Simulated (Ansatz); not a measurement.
## bcc V (1 1 0) on zinc-blende BN (0 0 1) (film strained to the substrate, started from cuts of the bulks and a machine-learned relaxation; slabs B24N21 and V15, which can lie off the formulas)

A periodic stack without vacuum, bcc V (1 1 0) on zinc-blende BN (0 0 1) (film strained to the substrate, started from cuts of the bulks and a machine-learned relaxation; slabs B24N21 and V15, which can lie off the formulas): substrate slab B24N21, film V15, surface cells [[-3, 0], [-1, -1]] and [[-4, -1], [-1, -1]], film strained by -1.3 and +4.7 %, outermost planes B/B and V/V as cut, which need not be the usual terminations and can put a slab off its formula.

The start was prepared with a machine-learned potential, and the result is one local minimum, with the in-plane cell held and forces under 0.04 eV/Å; the film can end far from its bulk form.

All values below come from PBE (plane waves to 420 eV, PAW; Ansatz, a first-principles code). Scalar-relativistic, without spin–orbit coupling; the runs are not spin-polarised; PBE gaps are too small against experiment. Its k-point mesh 4×10×1, Fermi–Dirac width 0.05 eV.

- interface area: 19.7 Å²
- period: 24.41 Å
- heights between the nearest atoms of the two slabs at the two interfaces: 1.68 and 1.64 Å
- B–V contacts across the interfaces within 1.22 times the sum of covalent radii: 20, mean 2.44 Å
- N–V contacts across the interfaces within 1.22 times the sum of covalent radii: 1, mean 2.62 Å
- hole barrier (PBE, at the middle of a substrate layer that carries a field): 2.24 eV
- electron barrier (PBE, at the middle of a substrate layer that carries a field): 2.22 eV
- slope of the mean potential energy in the substrate: +4.5 MV/cm × e

```xyz
60
Lattice="7.6877 0.0005 0.1973 0.0003 2.5631 -0.0216 0.6321 -1.0612 24.4471" Properties=species:S:1:pos:R:3 pbc="T T T"
B      5.4346    -0.0476     2.7570
B      2.8658    -0.0482     2.6357
B      0.2939    -0.0476     2.6248
B      6.7560     1.2183     0.9353
B      4.2523     1.2455     0.8877
B      1.5715     1.1908     0.8200
B      5.3308    -0.0170     6.3619
B      2.7703    -0.0168     6.2946
B      0.2117    -0.0165     6.2290
B      6.6616     1.2496     4.5841
B      4.0937     1.2474     4.5005
B      1.5426     1.2508     4.4344
B      5.2442     0.0137     9.9786
B      2.6727     0.0150     9.9136
B      0.1140     0.0144     9.8592
B      6.5705     1.2805     8.1932
B      4.0047     1.2804     8.1287
B      1.4409     1.2805     8.0631
B      4.9872     0.0627    13.5789
B      2.7456     0.0270    13.5219
B      0.0172     0.0464    13.5083
B      6.4635     1.3116    11.8284
B      3.9127     1.3108    11.7222
B      1.3588     1.3114    11.6976
N      5.4654     1.2209     1.8360
N      2.8900     1.2253     1.6999
N      0.3105     1.2316     1.7035
N      5.3527     1.2564     5.4418
N      2.7944     1.2571     5.3731
N      0.2366     1.2576     5.3093
N      4.1174    -0.0435     3.5972
N      1.5660    -0.0366     3.5311
N      6.6846    -0.0396     3.6908
N      5.2676     1.2879     9.0604
N      2.6966     1.2887     8.9960
N      0.1382     1.2880     8.9354
N      4.0274    -0.0089     7.2310
N      1.4659    -0.0088     7.1644
N      6.5930    -0.0089     7.2937
N      5.1563     1.3290    12.6770
N      2.6212     1.3089    12.6129
N      0.0434     1.3198    12.5931
N      3.9358     0.0222    10.8342
N      1.3699     0.0223    10.7967
N      6.4998     0.0224    10.9276
V      1.2837     1.0195    15.2132
V      6.3536    -0.8738    15.3661
V      3.8147     0.0769    15.4680
V      7.6081     0.0925    17.4566
V      5.0981     0.9655    17.4556
V      2.4222    -0.7798    17.3977
V      6.2912    -0.7507    19.5468
V      3.7037     0.1103    19.4702
V      1.1185     0.9755    19.3968
V      4.9313     0.9538    21.5711
V      2.3617    -0.6999    21.5179
V      7.4897     0.1285    21.6359
V      3.5908     0.1407    23.5318
V      1.0537     1.1724    23.5685
V      6.1225    -0.8879    23.7171
```
